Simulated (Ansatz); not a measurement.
# Response to strain in CdSe

The parent structure is CdSe in the wurtzite structure (space group P6_3mc, No. 186; a = 4.383 Å, c = 7.155 Å).

Strains are applied to the cell and any free atomic positions relax.

Level of theory: Ansatz (a quantum-chemistry and plane-wave program), PBE, PAW, cutoff 420 eV, no spin-orbit coupling, earlier PAW set.

Notes on the quantities. pressure: mean of the normal stresses, compression positive.

| isotropic strain (%) | pressure (GPa) |
|---|---|
| -2.1 | 3.3 |
| -1.01 | 1.5 |
| -0.65 | ? |
| 0 | 0.0 |
| 2.78 | -3.0 |

Q: Fit P = P₀ − Bδ + Cδ² with δ = (1 + ε)³ − 1 to the rows shown and predict the withheld row.

A: Least squares on the printed values gives P₀ = 0.0 GPa, B = 45.8 GPa (at held cell shape), C = 125 GPa (largest residual 0.0 GPa); this predicts 0.9 GPa, and the run gives 0.9 GPa, in agreement.

Whether these cells are dynamically stable was not tested.
